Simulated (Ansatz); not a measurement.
The starting structures come from a database of crystals and need not be the phases stable at ambient conditions.

## Evanescent states of BaH₅BrO₃ (P4/nmm, not sure to be the ambient phase, 20 atoms a cell, 12.4 Å³ an atom) along the normal of (110)

Level of theory: r2SCAN (plane waves, PAW; Ansatz, a first-principles code).

No gap correction and no spin-orbit coupling; mid-gap values are interpolated between computed energies.

Energies count from the valence-band top; κ is the least over a 6×4 mesh across the current.

```tsv
E (eV)	κ (1/Å)	where
0.12	0.132	Γ
0.38	0.208	Γ
0.62	0.251	Γ
0.88	0.282	Γ
1.12	0.304	Γ
1.38	0.321	Γ
1.62	0.333	Γ
1.88	0.343	Γ
2.12	0.349	Γ
2.38	0.353	Γ
2.62	0.354	Γ
2.88	0.353	Γ
3.12	0.350	Γ
3.38	0.345	Γ
3.62	0.337	Γ
3.88	0.326	Γ
4.12	0.312	Γ
4.38	0.293	Γ
4.62	0.269	Γ
4.88	0.236	Γ
5.12	0.189	Γ
5.38	0.105	Γ
```

**Question.** How thick must the barrier be to attenuate the transmission by 10^6 when the electrodes' Fermi level lies at 4.12 eV, and what attenuation does that film give at 0.12 eV?

**Answer.** d = 6 ln 10 / (2 × 0.312) = 22.1 Å. At 0.12 eV it gives 6 × 0.132/0.312 = 2.5 decades.
